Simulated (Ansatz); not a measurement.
The starting structures come from a database of crystals and need not be the phases stable at ambient conditions.

Evanescent states of PbI2 (P6_3mc, not sure to be the ambient phase, 6 atoms a cell, 42.0 Å³ an atom) along the normal of (001)

Method: PBEsol (plane waves, PAW; Ansatz, a quantum-chemistry and plane-wave program).

The gap is the functional's own. No spin-orbit coupling. Mid-gap values are interpolated on the energy grid.

Energies count from the valence-band top; κ is the least over a 12×12 mesh across the current.

```json
[
 {"E (eV)": "0.06", "κ (1/Å)": "0.086", "where": "Γ"},
 {"E (eV)": "0.17", "κ (1/Å)": "0.146", "where": "Γ"},
 {"E (eV)": "0.28", "κ (1/Å)": "0.185", "where": "Γ"},
 {"E (eV)": "0.39", "κ (1/Å)": "0.213", "where": "Γ"},
 {"E (eV)": "0.49", "κ (1/Å)": "(withheld)", "where": "Γ"},
 {"E (eV)": "0.60", "κ (1/Å)": "(withheld)", "where": "Γ"},
 {"E (eV)": "0.71", "κ (1/Å)": "(withheld)", "where": "Γ"},
 {"E (eV)": "0.82", "κ (1/Å)": "(withheld)", "where": "off Γ"},
 {"E (eV)": "0.94", "κ (1/Å)": "(withheld)", "where": "off Γ"},
 {"E (eV)": "1.04", "κ (1/Å)": "(withheld)", "where": "off Γ"},
 {"E (eV)": "1.16", "κ (1/Å)": "(withheld)", "where": "off Γ"},
 {"E (eV)": "1.26", "κ (1/Å)": "(withheld)", "where": "off Γ"},
 {"E (eV)": "1.38", "κ (1/Å)": "(withheld)", "where": "off Γ"},
 {"E (eV)": "1.49", "κ (1/Å)": "(withheld)", "where": "off Γ"},
 {"E (eV)": "1.59", "κ (1/Å)": "(withheld)", "where": "off Γ"},
 {"E (eV)": "1.71", "κ (1/Å)": "0.249", "where": "off Γ"},
 {"E (eV)": "1.81", "κ (1/Å)": "0.238", "where": "Γ"},
 {"E (eV)": "1.93", "κ (1/Å)": "0.199", "where": "Γ"},
 {"E (eV)": "2.04", "κ (1/Å)": "0.129", "where": "Γ"}
]
```

Problem. Some entries are withheld; supply them.

Solution. 
- 0.49, κ (1/Å): 0.236
- 0.60, κ (1/Å): 0.254
- 0.71, κ (1/Å): 0.269
- 0.82, κ (1/Å): 0.276
- 0.94, κ (1/Å): 0.277
- 1.04, κ (1/Å): 0.277
- 1.16, κ (1/Å): 0.276
- 1.26, κ (1/Å): 0.273
- 1.38, κ (1/Å): 0.269
- 1.49, κ (1/Å): 0.264
- 1.59, κ (1/Å): 0.257
